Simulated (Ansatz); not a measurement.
Hypothetical P6_3/mmc PbI2: pressure series

The reference is PbI2 in the 2H-MoS2 type structure (space group P6_3/mmc, No. 194; a hypothetical phase, not in the database extracts checked).

```yaml
crystal:
  lattice:
    - [4.39769, 0.00000, 0.00000]
    - [-2.19884, 3.80851, 0.00000]
    - [0.00000, 0.00000, 14.84532]
  atoms:
    - { symbol: Pb, position: [0.33333, 0.66667, 0.75000] }
    - { symbol: Pb, position: [0.66667, 0.33333, 0.25000] }
    - { symbol: I, position: [0.33333, 0.66667, 0.11212] }
    - { symbol: I, position: [0.66667, 0.33333, 0.61212] }
    - { symbol: I, position: [0.66667, 0.33333, 0.88788] }
    - { symbol: I, position: [0.33333, 0.66667, 0.38788] }
```

Cell and atoms are relaxed at each pressure.

Level of theory: PBE-D3(BJ) (Ansatz, a program for electronic structure), no spin-orbit coupling, earlier PAW set.

Notes on the quantities. enthalpy: H = E + PV relative to the base's energy.

| case | enthalpy | lattice parameter a | band gap | c/a ratio |
|---|---|---|---|---|
| base | – | 4.398 Å | 1.99 eV | 3.376 |
| pressure 0.3 GPa | +0.08 eV/atom | 4.372 Å | 1.85 eV | 3.365 |
| pressure 0.7 GPa | +0.18 eV/atom | 4.340 Å | 1.69 eV | 3.361 |
| pressure 1.5 GPa | +0.37 eV/atom | 4.281 Å | 1.40 eV | 3.369 |
| pressure 3 GPa | +0.72 eV/atom | 4.187 Å | 0.93 eV | 3.404 |
| pressure 5 GPa | +1.15 eV/atom | 4.077 Å | 0.39 eV | 3.472 |
| pressure 7.5 GPa | +1.67 eV/atom | 3.961 Å | zero | 3.559 |
| pressure 10 GPa | +2.15 eV/atom | 3.860 Å | zero | 3.648 |

The mesh was chosen for an insulator and is coarse for the gapless case. With I and Pb present, leaving out spin-orbit coupling can change the band edges. Load acts through the strain it causes; cell and atoms are relaxed under it. Whether these cells are dynamically stable was not tested. No other phases were tried under pressure. The final runs are not spin-polarised. A zero or small gap of PbI2 under pressure 7.5 GPa and PbI2 under pressure 10 GPa can be the functional's error rather than a property of the material.
